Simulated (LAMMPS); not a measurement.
MD of Al (fcc) at zero pressure over temperature, 4000 atoms; each row names its start.

Computed with classical MD, pair style eam/alloy, file AlCu.eam.alloy (LAMMPS).

```csv
"T (K), start",state,volume,enthalpy,first peak of g(r),coordination number,D(Al)
"100, crystal",crystal; no diffusion seen in 30 ps,16.7443 ± 0.0001 Å³/atom,-3.2923 ± 0.0001 eV/atom,"2.86 Å, height 10.4",12.0 (counted to 3.46 Å),-
"200, crystal",crystal; no diffusion seen in 30 ps,16.8930 ± 0.0003 Å³/atom,-3.2656 ± 0.0001 eV/atom,"2.87 Å, height 7.3",12.0 (counted to 3.46 Å),-
"300, crystal",crystal; no diffusion seen in 30 ps,17.0511 ± 0.0004 Å³/atom,-3.2383 ± 0.0001 eV/atom,"2.86 Å, height 5.8",12.0 (counted to 3.50 Å),-
"560, crystal",crystal; no diffusion seen in 30 ps,17.5146 ± 0.0009 Å³/atom,-3.1641 ± 0.0001 eV/atom,"2.86 Å, height 4.1",12.1 (counted to 3.58 Å),-
"700, crystal",crystal; no diffusion seen in 30 ps,17.8096 ± 0.0010 Å³/atom,-3.1215 ± 0.0001 eV/atom,"2.86 Å, height 3.6",12.2 (counted to 3.62 Å),-
"840, crystal",crystal; no diffusion seen in 30 ps,18.170 ± 0.001 Å³/atom,-3.0744 ± 0.0001 eV/atom,"2.84 Å, height 3.2",12.4 (counted to 3.70 Å),-
"650, melt",liquid,18.527 ± 0.003 Å³/atom,-3.0690 ± 0.0002 eV/atom,"2.79 Å, height 3.0",13.1 (counted to 3.90 Å),(2.30 ± 0.02) × 10^-5 cm²/s
"750, melt",liquid,18.855 ± 0.002 Å³/atom,-3.0332 ± 0.0001 eV/atom,"2.79 Å, height 2.9",13.1 (counted to 3.94 Å),(3.73 ± 0.07) × 10^-5 cm²/s
"840, melt",liquid,19.153 ± 0.003 Å³/atom,-3.0017 ± 0.0002 eV/atom,"2.78 Å, height 2.7",12.8 (counted to 3.90 Å),(5.6 ± 0.2) × 10^-5 cm²/s
"930, melt",liquid,19.457 ± 0.003 Å³/atom,-2.9708 ± 0.0002 eV/atom,"2.78 Å, height 2.6",13.1 (counted to 3.98 Å),(7.2 ± 0.1) × 10^-5 cm²/s
"1030, melt",liquid,19.814 ± 0.003 Å³/atom,-2.9363 ± 0.0003 eV/atom,"2.76 Å, height 2.5",12.6 (counted to 3.94 Å),(9.4 ± 0.1) × 10^-5 cm²/s
"1170, melt",liquid,20.329 ± 0.002 Å³/atom,-2.8893 ± 0.0003 eV/atom,"2.76 Å, height 2.4",12.5 (counted to 3.98 Å),(1.33 ± 0.01) × 10^-4 cm²/s
"1310, melt",liquid,20.90 ± 0.01 Å³/atom,-2.8420 ± 0.0006 eV/atom,"2.74 Å, height 2.3",12.5 (counted to 4.02 Å),(1.64 ± 0.02) × 10^-4 cm²/s
"1490, melt",liquid,21.790 ± 0.010 Å³/atom,-2.7794 ± 0.0004 eV/atom,"2.75 Å, height 2.1",12.0 (counted to 4.02 Å),(2.17 ± 0.02) × 10^-4 cm²/s
```

Measured linear expansion coefficient: 23.10 1e-6/K at 293 K (Kaye and Laby Online (NPL), 2.3.5 Thermal expansion).

Measured melting point: 933.5 K (Wikipedia, Melting points of the elements (data page)).

Caution (row 840, crystal): this crystal lies over the melting point of about 750 K that EAM-type AlCu.eam.alloy gives, so it is superheated.

Caution (row 650, melt): this liquid lies under the melting point of about 750 K that EAM-type AlCu.eam.alloy gives, so it is undercooled.

From the crystal rows between 100 and 300 K, estimate the mean linear expansion coefficient and the heat capacity. The slope of ln V over three gives 30 × 10^-6 /K, and dH/dT = 3.1 kB/atom. Nuclei are classical here, so the heat capacity stays near 3 kB/atom, where a real crystal's falls off below its Debye temperature.

Fit an Arrhenius law to the diffusion of Al in the liquid. ln D against 1/T from 650 to 1490 K gives an activation energy of 0.22 eV and D0 = 0.0012 cm²/s.

States go by the mean squared displacement: a species diffuses where it passes 1.5 Å², still rises and gives D over 1e-6 cm²/s; a crystal has left its structure where atoms lie 0.35 Å off their sites on average or a cubic box changes its shape by 3 %, or the axial ratios of another lie 8 % off the starting cell's, which the potential's own relaxation can also do.

Errors of D are the spread over four groups of atoms in one short run; a floor of about 5 %, a picked value, is safer.

The ± values are statistical; the model's systematic error is not in them.
